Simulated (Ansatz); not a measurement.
One P atom on a Si site, 4x4x4 cubic cells, neutral, without spin

Geometry as solved with PBE, support functions at accuracy medium on the grid of 420 eV (Ansatz, an electronic-structure program).

```xyz
512
Lattice="21.88 0.00 0.00 0.00 21.88 0.00 0.00 0.00 21.88" Properties=species:S:1:pos:R:3 pbc="T T T"
Si     0.00     0.00     0.00
Si     1.37     1.37     1.37
Si     2.74     2.74     0.00
Si     4.10     4.10     1.37
Si     2.74     0.00     2.74
Si     4.10     1.37     4.10
Si     0.00     2.74     2.74
Si     1.37     4.10     4.10
Si     0.00     0.00     5.47
Si     1.37     1.37     6.84
Si     2.73     2.73     5.47
Si     4.10     4.10     6.84
Si     2.73     0.00     8.21
Si     4.10     1.37     9.57
Si     0.00     2.73     8.21
Si     1.37     4.10     9.57
Si     0.00     0.00    10.94
Si     1.37     1.37    12.31
Si     2.74     2.74    10.94
Si     4.11     4.11    12.31
Si     2.73     0.00    13.67
Si     4.10     1.37    15.04
Si     0.00     2.73    13.67
Si     1.37     4.10    15.04
Si     0.00     0.00    16.41
Si     1.37     1.37    17.78
Si     2.74     2.74    16.41
Si     4.10     4.10    17.78
Si     2.74     0.00    19.14
Si     4.10     1.37    20.51
Si     0.00     2.74    19.14
Si     1.37     4.10    20.51
Si     0.00     5.47     0.00
Si     1.37     6.84     1.37
Si     2.74     8.21     0.00
Si     4.10     9.57     1.37
Si     2.73     5.47     2.73
Si     4.10     6.84     4.10
Si     0.00     8.21     2.73
Si     1.37     9.57     4.10
Si     0.00     5.47     5.47
Si     1.37     6.84     6.84
Si     2.74     8.21     5.47
Si     4.10     9.57     6.84
Si     2.73     5.47     8.21
Si     4.10     6.84     9.57
Si     0.00     8.20     8.20
Si     1.37     9.57     9.57
Si     0.00     5.47    10.94
Si     1.37     6.84    12.31
Si     2.73     8.20    10.94
Si     4.10     9.57    12.31
Si     2.74     5.47    13.67
Si     4.10     6.84    15.04
Si     0.00     8.20    13.67
Si     1.37     9.57    15.04
Si     0.00     5.47    16.41
Si     1.37     6.84    17.78
Si     2.74     8.21    16.41
Si     4.11     9.57    17.77
Si     2.74     5.47    19.14
Si     4.10     6.84    20.51
Si     0.00     8.21    19.15
Si     1.37     9.57    20.51
Si     0.00    10.94     0.00
Si     1.37    12.31     1.37
Si     2.73    13.67     0.00
Si     4.10    15.04     1.37
Si     2.74    10.94     2.74
Si     4.11    12.31     4.11
Si     0.00    13.67     2.73
Si     1.37    15.04     4.10
Si     0.00    10.94     5.47
Si     1.37    12.31     6.84
Si     2.74    13.67     5.47
Si     4.10    15.04     6.84
Si     2.73    10.94     8.20
Si     4.10    12.31     9.57
Si     0.00    13.67     8.20
Si     1.37    15.04     9.57
Si     0.00    10.94    10.94
Si     1.37    12.31    12.31
Si     2.73    13.67    10.94
Si     4.10    15.04    12.31
Si     2.73    10.94    13.67
Si     4.10    12.31    15.04
Si     0.00    13.68    13.68
Si     1.37    15.04    15.04
Si     0.00    10.94    16.41
Si     1.37    12.31    17.78
Si     2.73    13.67    16.41
Si     4.10    15.04    17.78
Si     2.74    10.94    19.14
Si     4.10    12.31    20.51
Si     0.00    13.67    19.15
Si     1.37    15.04    20.51
Si     0.00    16.41     0.00
Si     1.37    17.78     1.37
Si     2.74    19.14     0.00
Si     4.10    20.51     1.37
Si     2.73    16.41     2.74
Si     4.10    17.78     4.10
Si     0.00    19.14     2.74
Si     1.37    20.51     4.10
Si     0.00    16.41     5.47
Si     1.37    17.78     6.84
Si     2.74    19.14     5.47
Si     4.10    20.51     6.84
Si     2.74    16.41     8.21
Si     4.11    17.77     9.57
Si     0.00    19.15     8.21
Si     1.37    20.51     9.57
Si     0.00    16.41    10.94
Si     1.37    17.78    12.31
Si     2.74    19.14    10.94
Si     4.10    20.51    12.31
Si     2.74    16.41    13.67
Si     4.10    17.78    15.04
Si     0.00    19.15    13.67
Si     1.37    20.51    15.04
Si     0.00    16.41    16.41
Si     1.37    17.78    17.78
Si     2.73    19.15    16.41
Si     4.10    20.51    17.78
Si     2.73    16.41    19.15
Si     4.10    17.78    20.51
Si     0.00    19.14    19.14
Si     1.37    20.51    20.51
Si     5.47     0.00     0.00
Si     6.84     1.37     1.37
Si     8.21     2.73     0.00
Si     9.57     4.10     1.37
Si     8.21     0.00     2.73
Si     9.57     1.37     4.10
Si     5.47     2.74     2.73
Si     6.84     4.10     4.10
Si     5.47     0.00     5.47
Si     6.84     1.37     6.84
Si     8.21     2.74     5.47
Si     9.57     4.10     6.84
Si     8.21     0.00     8.20
Si     9.57     1.37     9.57
Si     5.47     2.74     8.21
Si     6.84     4.10     9.57
Si     5.47     0.00    10.94
Si     6.84     1.37    12.31
Si     8.21     2.73    10.94
Si     9.57     4.10    12.31
Si     8.21     0.00    13.68
Si     9.57     1.37    15.04
Si     5.47     2.74    13.67
Si     6.84     4.10    15.04
Si     5.47     0.00    16.41
Si     6.84     1.37    17.78
Si     8.21     2.74    16.41
Si     9.57     4.11    17.77
Si     8.21     0.00    19.15
Si     9.57     1.37    20.51
Si     5.47     2.74    19.15
Si     6.84     4.10    20.51
Si     5.47     5.47     0.00
Si     6.84     6.84     1.37
Si     8.21     8.20     0.00
Si     9.57     9.57     1.37
Si     8.21     5.47     2.74
Si     9.57     6.84     4.10
Si     5.47     8.21     2.74
Si     6.84     9.57     4.10
Si     5.47     5.47     5.47
Si     6.84     6.84     6.84
Si     8.20     8.20     5.47
Si     9.57     9.57     6.83
Si     8.20     5.47     8.20
Si     9.57     6.83     9.57
Si     5.47     8.20     8.20
Si     6.83     9.57     9.57
Si     5.48     5.48    10.94
Si     6.85     6.85    12.31
Si     8.21     8.21    10.92
Si     9.58     9.58    12.30
Si     8.21     5.47    13.67
Si     9.57     6.85    15.03
Si     5.47     8.21    13.67
Si     6.85     9.57    15.03
Si     5.47     5.47    16.41
Si     6.84     6.84    17.78
Si     8.21     8.21    16.41
Si     9.57     9.57    17.78
Si     8.21     5.47    19.14
Si     9.57     6.84    20.51
Si     5.47     8.21    19.14
Si     6.84     9.57    20.51
Si     5.47    10.94     0.00
Si     6.84    12.31     1.37
Si     8.20    13.68     0.00
Si     9.57    15.04     1.37
Si     8.21    10.94     2.73
Si     9.57    12.31     4.10
Si     5.47    13.67     2.74
Si     6.84    15.04     4.10
Si     5.48    10.94     5.48
Si     6.85    12.31     6.85
Si     8.21    13.67     5.47
Si     9.57    15.03     6.85
Si     8.21    10.92     8.21
Si     9.58    12.30     9.58
Si     5.47    13.67     8.21
Si     6.85    15.03     9.57
Si     5.46    10.94    10.94
Si     6.83    12.31    12.31
Si     8.21    13.67    10.96
Si     9.57    15.05    12.31
Si     8.21    10.96    13.67
Si     9.57    12.31    15.05
Si     5.47    13.68    13.68
Si     6.84    15.04    15.04
Si     5.48    10.94    16.40
Si     6.84    12.31    17.78
Si     8.20    13.68    16.41
Si     9.57    15.04    17.78
Si     8.21    10.94    19.15
Si     9.57    12.31    20.51
Si     5.47    13.67    19.15
Si     6.84    15.04    20.51
Si     5.47    16.41     0.00
Si     6.84    17.78     1.37
Si     8.21    19.15     0.00
Si     9.57    20.51     1.37
Si     8.21    16.41     2.74
Si     9.57    17.77     4.11
Si     5.47    19.14     2.74
Si     6.84    20.51     4.10
Si     5.47    16.41     5.47
Si     6.84    17.78     6.84
Si     8.21    19.14     5.47
Si     9.57    20.51     6.84
Si     8.21    16.41     8.21
Si     9.57    17.78     9.57
Si     5.47    19.14     8.21
Si     6.84    20.51     9.57
Si     5.48    16.40    10.94
Si     6.84    17.78    12.31
Si     8.21    19.15    10.94
Si     9.57    20.51    12.31
Si     8.20    16.41    13.68
Si     9.57    17.78    15.04
Si     5.47    19.14    13.67
Si     6.84    20.51    15.04
Si     5.47    16.41    16.41
Si     6.84    17.78    17.78
Si     8.21    19.14    16.41
Si     9.57    20.51    17.78
Si     8.21    16.41    19.15
Si     9.57    17.78    20.51
Si     5.47    19.15    19.15
Si     6.84    20.51    20.51
Si    10.94     0.00     0.00
Si    12.31     1.37     1.37
Si    13.67     2.73     0.00
Si    15.04     4.10     1.37
Si    13.67     0.00     2.73
Si    15.04     1.37     4.10
Si    10.94     2.74     2.74
Si    12.31     4.11     4.11
Si    10.94     0.00     5.47
Si    12.31     1.37     6.84
Si    13.67     2.74     5.47
Si    15.04     4.10     6.84
Si    13.68     0.00     8.20
Si    15.04     1.37     9.57
Si    10.94     2.73     8.21
Si    12.31     4.10     9.57
Si    10.94     0.00    10.94
Si    12.31     1.37    12.31
Si    13.67     2.73    10.94
Si    15.04     4.10    12.31
Si    13.68     0.00    13.68
Si    15.04     1.37    15.04
Si    10.94     2.73    13.67
Si    12.31     4.10    15.04
Si    10.94     0.00    16.41
Si    12.31     1.37    17.78
Si    13.67     2.74    16.41
Si    15.04     4.10    17.78
Si    13.67     0.00    19.15
Si    15.04     1.37    20.51
Si    10.94     2.74    19.14
Si    12.31     4.10    20.51
Si    10.94     5.47     0.00
Si    12.31     6.84     1.37
Si    13.68     8.20     0.00
Si    15.04     9.57     1.37
Si    13.67     5.47     2.74
Si    15.04     6.84     4.10
Si    10.94     8.21     2.73
Si    12.31     9.57     4.10
Si    10.94     5.48     5.48
Si    12.31     6.85     6.85
Si    13.67     8.21     5.47
Si    15.03     9.57     6.85
Si    13.67     5.47     8.21
Si    15.03     6.85     9.57
Si    10.92     8.21     8.21
Si    12.30     9.58     9.58
Si    10.94     5.46    10.94
Si    12.31     6.83    12.31
Si    13.67     8.21    10.96
Si    15.05     9.57    12.31
Si    13.68     5.47    13.68
Si    15.04     6.84    15.04
Si    10.96     8.21    13.67
Si    12.31     9.57    15.05
Si    10.94     5.48    16.40
Si    12.31     6.84    17.78
Si    13.68     8.20    16.41
Si    15.04     9.57    17.78
Si    13.67     5.47    19.15
Si    15.04     6.84    20.51
Si    10.94     8.20    19.15
Si    12.31     9.57    20.51
Si    10.94    10.94     0.00
Si    12.31    12.31     1.37
Si    13.68    13.67     0.00
Si    15.04    15.04     1.37
Si    13.67    10.94     2.73
Si    15.04    12.31     4.10
Si    10.94    13.67     2.73
Si    12.31    15.04     4.10
Si    10.94    10.94     5.46
Si    12.31    12.31     6.83
Si    13.68    13.68     5.47
Si    15.04    15.04     6.84
Si    13.67    10.96     8.21
Si    15.05    12.31     9.57
Si    10.96    13.67     8.21
Si    12.31    15.05     9.57
P     10.94    10.94    10.94
Si    12.30    12.30    12.30
Si    13.67    13.67    10.92
Si    15.03    15.03    12.31
Si    13.67    10.92    13.67
Si    15.03    12.31    15.03
Si    10.92    13.67    13.67
Si    12.31    15.03    15.03
Si    10.94    10.94    16.42
Si    12.31    12.31    17.78
Si    13.67    13.67    16.41
Si    15.04    15.04    17.78
Si    13.68    10.94    19.15
Si    15.04    12.31    20.51
Si    10.94    13.67    19.15
Si    12.31    15.04    20.51
Si    10.94    16.41     0.00
Si    12.31    17.78     1.37
Si    13.67    19.14     0.00
Si    15.04    20.51     1.37
Si    13.67    16.41     2.74
Si    15.04    17.78     4.10
Si    10.94    19.14     2.74
Si    12.31    20.51     4.10
Si    10.94    16.40     5.48
Si    12.31    17.78     6.84
Si    13.67    19.14     5.47
Si    15.04    20.51     6.84
Si    13.68    16.41     8.20
Si    15.04    17.78     9.57
Si    10.94    19.15     8.20
Si    12.31    20.51     9.57
Si    10.94    16.42    10.94
Si    12.31    17.78    12.31
Si    13.68    19.15    10.94
Si    15.04    20.51    12.31
Si    13.67    16.41    13.67
Si    15.04    17.78    15.04
Si    10.94    19.15    13.67
Si    12.31    20.51    15.04
Si    10.94    16.40    16.40
Si    12.31    17.77    17.77
Si    13.67    19.14    16.41
Si    15.04    20.51    17.78
Si    13.67    16.41    19.14
Si    15.04    17.78    20.51
Si    10.94    19.14    19.14
Si    12.31    20.51    20.51
Si    16.41     0.00     0.00
Si    17.78     1.37     1.37
Si    19.14     2.74     0.00
Si    20.51     4.10     1.37
Si    19.14     0.00     2.74
Si    20.51     1.37     4.10
Si    16.41     2.73     2.74
Si    17.78     4.10     4.10
Si    16.41     0.00     5.47
Si    17.78     1.37     6.84
Si    19.14     2.74     5.47
Si    20.51     4.10     6.84
Si    19.15     0.00     8.21
Si    20.51     1.37     9.57
Si    16.41     2.74     8.21
Si    17.77     4.11     9.57
Si    16.41     0.00    10.94
Si    17.78     1.37    12.31
Si    19.14     2.74    10.94
Si    20.51     4.10    12.31
Si    19.15     0.00    13.67
Si    20.51     1.37    15.04
Si    16.41     2.74    13.67
Si    17.78     4.10    15.04
Si    16.41     0.00    16.41
Si    17.78     1.37    17.78
Si    19.14     2.74    16.41
Si    20.51     4.10    17.78
Si    19.14     0.00    19.14
Si    20.51     1.37    20.51
Si    16.41     2.73    19.15
Si    17.78     4.10    20.51
Si    16.41     5.47     0.00
Si    17.78     6.84     1.37
Si    19.15     8.21     0.00
Si    20.51     9.57     1.37
Si    19.15     5.47     2.74
Si    20.51     6.84     4.10
Si    16.41     8.21     2.74
Si    17.77     9.57     4.11
Si    16.41     5.47     5.47
Si    17.78     6.84     6.84
Si    19.14     8.21     5.47
Si    20.51     9.57     6.84
Si    19.14     5.47     8.21
Si    20.51     6.84     9.57
Si    16.41     8.21     8.21
Si    17.78     9.57     9.57
Si    16.40     5.48    10.94
Si    17.78     6.84    12.31
Si    19.15     8.21    10.94
Si    20.51     9.57    12.31
Si    19.14     5.47    13.67
Si    20.51     6.84    15.04
Si    16.41     8.20    13.68
Si    17.78     9.57    15.04
Si    16.41     5.47    16.41
Si    17.78     6.84    17.78
Si    19.14     8.21    16.41
Si    20.51     9.57    17.78
Si    19.15     5.47    19.15
Si    20.51     6.84    20.51
Si    16.41     8.21    19.15
Si    17.78     9.57    20.51
Si    16.41    10.94     0.00
Si    17.78    12.31     1.37
Si    19.15    13.67     0.00
Si    20.51    15.04     1.37
Si    19.14    10.94     2.74
Si    20.51    12.31     4.10
Si    16.41    13.67     2.74
Si    17.78    15.04     4.10
Si    16.40    10.94     5.48
Si    17.78    12.31     6.84
Si    19.14    13.67     5.47
Si    20.51    15.04     6.84
Si    19.15    10.94     8.21
Si    20.51    12.31     9.57
Si    16.41    13.68     8.20
Si    17.78    15.04     9.57
Si    16.41    10.94    10.94
Si    17.78    12.31    12.31
Si    19.15    13.67    10.94
Si    20.51    15.04    12.31
Si    19.15    10.94    13.67
Si    20.51    12.31    15.04
Si    16.41    13.67    13.67
Si    17.78    15.04    15.04
Si    16.40    10.94    16.40
Si    17.77    12.31    17.77
Si    19.14    13.67    16.41
Si    20.51    15.04    17.78
Si    19.14    10.94    19.14
Si    20.51    12.31    20.51
Si    16.41    13.67    19.14
Si    17.78    15.04    20.51
Si    16.41    16.41     0.00
Si    17.78    17.78     1.37
Si    19.14    19.14     0.00
Si    20.51    20.51     1.37
Si    19.14    16.41     2.74
Si    20.51    17.78     4.10
Si    16.41    19.14     2.73
Si    17.78    20.51     4.10
Si    16.41    16.41     5.47
Si    17.78    17.78     6.84
Si    19.15    19.14     5.47
Si    20.51    20.51     6.84
Si    19.14    16.41     8.21
Si    20.51    17.78     9.57
Si    16.41    19.14     8.21
Si    17.78    20.51     9.57
Si    16.40    16.40    10.94
Si    17.77    17.77    12.31
Si    19.14    19.14    10.94
Si    20.51    20.51    12.31
Si    19.14    16.41    13.67
Si    20.51    17.78    15.04
Si    16.41    19.14    13.67
Si    17.78    20.51    15.04
Si    16.41    16.41    16.41
Si    17.78    17.78    17.78
Si    19.14    19.14    16.41
Si    20.51    20.51    17.78
Si    19.14    16.41    19.14
Si    20.51    17.78    20.51
Si    16.41    19.14    19.14
Si    17.78    20.51    20.51
```
